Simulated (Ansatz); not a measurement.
Consider TiSi₂ (space group Cmcm, No. 63; a = 3.515 Å, b = 13.348 Å, c = 3.557 Å).

Level of theory: Ansatz (a quantum-chemistry and plane-wave program) PBEsol, without spin-orbit coupling.

For the base:

```
Quantity           Result
---------------  --------
Band gap             zero
Volume per atom  13.91 Å³
```

The change: full substitution Ti → Zr, then cell and atoms are relaxed.

Tabulated Pauling electronegativity and covalent radius: Ti 1.54, 1.60 Å; Zr 1.33, 1.75 Å.

Task: Predict the new band gap.

Result: The band gap is still zero.

Task: What does the calculation give for the volume per atom after the change?

Result: The volume per atom rises by 2.40 Å³, from 13.91 Å³ to 16.31 Å³.

No phonon test of stability was made. The final runs are not spin-polarised.
